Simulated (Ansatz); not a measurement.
An Ansatz (a quantum-chemistry and plane-wave program) run: CdF2 with a change (isotropic strain +2.00 %); Ansatz, PBE, PAW, cutoff 420 eV, no spin-orbit coupling.

Input:

Ansatz 0.2 input:
```yaml
crystal:
  lattice:
    - [0, 2.7955605174, 2.7955605174]
    - [2.7955605174, 0, 2.7955605174]
    - [2.7955605174, 2.7955605174, 0]
  atoms:
    - { symbol: Cd, position: [0, 0, 0] }
    - { symbol: F, position: [0.25, 0.25, 0.25] }
    - { symbol: F, position: [0.75, 0.75, 0.75] }
basis: { ecutwfc: 420, ecutrho_ratio: 4, xc_grid: 2, fft_grid_basis: typed }
kpoints: { mp_grid: { grid: [10, 10, 10] } }
hamiltonian:
  xc: pbe
  dispersion: none
  pseudopotentials: { kind: paw }
scf: { occupations: { method: fermi_dirac, width: 0.05 }, convergence: { dr2_threshold: 0.0000000003 } }
relax: { f_tol: 0.005, max_steps: 50 }
output: { forces: true, stress: true }
checkpoint: { write: state.ck, write_every: 1000 }
```

Output (explanatory and most iteration lines left out):

```
Relaxation: its limit of steps is 50 (relax.max_steps)
Pseudopotential: Cd, paw, valence charge 20
Pseudopotential: F, paw, valence charge 7
Crystal: 3 atoms, lattice volume = 43.695 Å³
Basis set: ecut = 420 eV, 869 PW (Γ), exchange–correlation on 54×54×54 points (8 copies of the dense FFT grid, shifted against one another)
Bands: 21, of which v1, the nominal top of the filled ones, is band 17 counted from 1 (16 counted from 0)
Symmetry: 48 space group operations
Space group: Fm-3m (ITA 225), of the structure as read, at distance tolerance 3.5e-5 Å
k-points: 47 of 1000
Functional: x = pbe(κ = 0.804, μ = 0.2195149727645171), c = pbe(β = 0.06672455060314922)
SCF iter   1: F=—  HF=-9872.127888 eV  |F-HF|=—  |Δ(HF+E_count)|=         —  Δρ=6.67e-4  dr2=9.61e-5  ethr=1.77e-3  ⟨swp⟩=5.8  Hψ=4052  notcnv=0
SCF iter   2: F=—  HF=-9872.128950 eV  |F-HF|=—  |Δ(HF+E_count)|=   1.06e-3  Δρ=3.24e-4  dr2=1.45e-5  ethr=2.83e-7  ⟨swp⟩=3.0  Hψ=2279  notcnv=0
SCF 1 converged in 7 iterations: F = -9872.129057 eV  dr2 = 2.52e-11
relax step   1: F+E_penalty+E_count = -9872.12905704 eV  Δ(F+E_penalty+E_count) = +0.000e0 eV  max|allowed force component| = 1.156e-18 eV/Å  Δτ_max = 0.0000 Å  (7 SCF iters, accepted)
SCF converged after 7 iterations
Free energy (F): -9872.129057 eV
Internal energy: -9872.129057 eV  (E = F + TS)
E sigma→0 (E₀):  -9872.129057 eV
Fermi energy:    6.326793 eV
--- Forces (eV/Å), atoms counted from 1 ---
  atom   1  Cd    -0.00000000     0.00000000     0.00000000
  atom   2  F      0.00000000    -0.00000000     0.00000000
  atom   3  F      0.00000000    -0.00000000     0.00000000
--- Stress (GPa, compression-positive) ---
       -4.814887       0.000000       0.000000
        0.000000      -4.814887       0.000000
       -0.000000       0.000000      -4.814887
  P = ⅓ Tr σ = -4.8149 GPa (-48.149 kbar)
--- Relaxed structure (1 steps of the walk, 1 accepted, 0 SCFs on fresh bases) ---
  atoms:
    - { symbol: Cd, position: [0.0, 0.0, 0.0] }
    - { symbol: F, position: [0.25, 0.25, 0.25] }
    - { symbol: F, position: [0.75, 0.75, 0.75] }
```

Whether these cells are dynamically stable was not tested. The cell was made from CdF$_{2}$ in the fluorite structure (space group Fm-3m, No. 225) by this change: isotropic strain +2.00 %.
